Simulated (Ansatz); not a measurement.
The starting structures come from a database of crystals and need not be the phases stable at ambient conditions.

Inside the gap of an insulator the Bloch states are evanescent, with a wavenumber k + iκ along the transport direction.

```
InLiO6Si2
1.0
    5.45187     0.00000     0.00000
    1.90226     9.31423     0.00000
   -1.77480     4.65712     4.60959
Li In Si O
2 2 4 12
Direct
  0.00741   0.24259   0.51482
  0.99259   0.75741   0.48518
  0.35980   0.89020   0.21960
  0.64020   0.10980   0.78040
  0.43577   0.78349   0.83096
  0.56423   0.21651   0.16904
  0.89519   0.38555   0.83096
  0.10481   0.61445   0.16904
  0.67814   0.36887   0.96558
  0.32186   0.63113   0.03442
  0.78744   0.66555   0.96558
  0.21256   0.33445   0.03442
  0.04166   0.79435   0.16676
  0.95834   0.20565   0.83324
  0.62510   0.03889   0.16676
  0.37490   0.96111   0.83324
  0.73679   0.13200   0.48326
  0.26321   0.86800   0.51674
  0.24647   0.38474   0.48326
  0.75353   0.61526   0.51674
```

Space group of this cell: C2/c. The cell is taken as given; by PBEsol its mean pressure is -3.9 GPa.

Transport runs along the normal of the first two printed cell vectors.

No gap correction and no spin-orbit coupling; mid-gap values are interpolated between computed energies.

Task: Compute, with PBEsol (Ansatz, a program for electronic structure), the band gap and the smallest decay constant κ at mid-gap.

Result: Gap 3.53 eV on a 8×8×8 mesh; κ = 0.355 1/Å, at the zone centre.
